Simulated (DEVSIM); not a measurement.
Structure: abrupt InP n-p junction, at 250 K.

Layer 1 from the left is InP, thickness (μm) 68.0, Nd (cm⁻³) 1e16, τn (s) 4.3e-10, τp (s) 4.3e-10. Layer 2 from the left is InP, thickness (μm) 2.60, Na (cm⁻³) 2e17, τn (s) 4.3e-10, τp (s) 4.3e-10.

Left contact: ohmic. Right contact: ohmic. Voltage is applied to the left contact. Recombination: SRH at mid-gap, radiative, Auger. Mobility is constant in doping.

Constants are typed, rounded textbook-type inputs, not results; the design itself was drawn at random and stands for no fabricated device. Values at 300 K; Nc and Nv go as T^1.5, mobilities as T to minus their exponent, the gap by Varshni's rule with the affinity fixed.

InP: gap (eV) 1.344, affinity (eV) 4.38, permittivity 12.5, Nc (cm⁻³) 5.7e17, Nv (cm⁻³) 1.1e19, μn (cm²/Vs) 5200, μp (cm²/Vs) 170, T exponent of μn 2, T exponent of μp 2, B (cm³/s) 1.2e-10, Cn (cm⁶/s) 9e-31, Cp (cm⁶/s) 9e-31, Varshni α (eV/K) 0.000363, Varshni β (K) 162.

Estimate by hand the built-in potential, the peak field at zero bias, the capacitance at 3 V, and compare with a numerical solution.


- Built-in potential: ni = √(Nc Nv) exp(−Eg/2kT) = 37600 cm⁻³ with Eg = 1.360 eV; Vbi = kT/q ln(Na Nd/ni²) = 1.198 V; numerical 1.198 V.
- Peak field at zero bias: depletion approximation: W = √(2εVbi/(qN)) = 0.417 μm with N = 9.52e15 cm⁻³; field = 2Vbi/W = 57500 V/cm; numerical 56800 V/cm (estimate above by 1.3 %).
- Capacitance at 3 V: C = √(qεN / 2(Vbi + |V|)) = 14.2 nF/cm²; numerical 14.3 nF/cm² (estimate below by 0.53 %).

Model (solved in DEVSIM): 1D drift-diffusion, Boltzmann statistics, complete ionisation; no tunnelling, impact ionisation, image-force lowering or self-heating.
